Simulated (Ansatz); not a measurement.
Seebeck coefficient (μV/K, mean over directions) of n-type InP (F-43m) against carrier density, r2SCAN with spin-orbit coupling, rigid bands in Ansatz (a first-principles code). Computed gap 1.09 eV; densities at which minority carriers matter at this gap, or further valleys turn the trend, are left out. Conductivity mass 0.089 mₑ (harmonic mean over directions), N_c = 6.4e17 cm⁻³ at 300 K.

```csv
electron density,300 K,500 K
1e16 cm⁻³,-568,-639
1e17 cm⁻³,___,-441
1e18 cm⁻³,___,-249
3e18 cm⁻³,-112,-167
1e19 cm⁻³,-59,-95
3e19 cm⁻³,-33,-55
1e20 cm⁻³,___,-38
```

Problem. Fill in the missing entries.

Solution. 
- 1e17 cm⁻³, 300 K: -371
- 1e18 cm⁻³, 300 K: -185
- 1e20 cm⁻³, 300 K: -19

Rigid bands with a gap fixed in temperature, one relaxation time for all states, no polarons or phonon drag, and whether or not such doping can be reached. Geometry: cell and atoms relaxed with PBEsol.
